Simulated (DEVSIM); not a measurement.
## Schottky contact on n-type Si

Device: Schottky contact on n-type Si, at 300 K.

```csv
layer (left to right),material,thickness (μm),Nd (cm⁻³),τn (s),τp (s)
1,Si,4.50,2.2e16,4.8e-5,4.8e-5
```

Left contact: Schottky, work function 4.78 eV, emission velocity 1.8e6 cm/s. Right contact: ohmic. Voltage is applied to the left contact. Recombination: SRH at mid-gap. Mobility is constant in doping.

This is a model device: material constants are rounded textbook-type values typed into the input, and sizes, dopings and lifetimes were drawn at random. Values at 300 K.

| parameter | Si |
|---|---|
| gap (eV) | 1.124 |
| affinity (eV) | 4.05 |
| permittivity | 11.7 |
| Nc (cm⁻³) | 2.86e19 |
| Nv (cm⁻³) | 3.1e19 |
| μn (cm²/Vs) | 1417 |
| μp (cm²/Vs) | 470 |

Model (solved in DEVSIM): 1D drift-diffusion, Boltzmann statistics, complete ionisation; no tunnelling, impact ionisation, image-force lowering or self-heating. Metal contacts follow the ideal Schottky-Mott rule: no Fermi-level pinning, no interface dipoles.

```
Item                                                Value
---------------------------------------------  ----------
Potential step across the device at zero bias     0.545 V
Largest field in the device at zero bias       59000 V/cm
Dark forward voltage at 1 A/cm²                   0.319 V
Dark forward voltage at 100 A/cm²                 0.448 V
```

Dark reverse current:

```csv
V (V),J (A/cm²)
-0.40,-4.4e-6
-1.00,-4.4e-6
-2.00,-4.5e-6
-3.00,-4.5e-6
-4.00,-4.5e-6
-6.00,-4.5e-6
-8.00,-4.5e-6
```

Small-signal capacitance in reverse bias (quasi-static):

```
V (V)  C (nF/cm²)
-----  ----------
-0.4         44.6
-1           34.7
-2           26.9
-3           22.8
-4           20.1
-6           16.7
-8           14.6
```
